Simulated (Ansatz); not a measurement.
Be3N2 (Ia-3, No. 206), treated with r²SCAN-D4 (Ansatz, a quantum-chemistry and plane-wave program, PAW).

Run with plane-wave cutoff 560 eV, 6×6×6 k mesh, Fermi–Dirac smearing 0.01 eV, scalar-relativistic PAW data made under PBE.

A third-order Birch–Murnaghan fit to the energies gives V0 = 6.610 Å³/atom, B0 = 229 GPa, B′ = 3.6.

| V (Å³/atom) | P (GPa) |
|---|---|
| 6.345 | … |
| 6.477 | … |
| 6.610 | 0.02 |
| 6.742 | … |
| 6.874 | … |

Problem. Estimate the withheld pressures from this fit; the answers are the runs' own values.

Solution. 
- 6.345, P (GPa): 10.08
- 6.477, P (GPa): 4.82
- 6.742, P (GPa): -4.35
- 6.874, P (GPa): -8.34

The formula P = (3/2) B0 (x^(7/3) − x^(5/3)) [1 + (3/4)(B′ − 4)(x^(2/3) − 1)] with x = V0/V meets the computed pressures within 0.03 GPa when these rounded values are put in.

Computed values are for the static lattice.
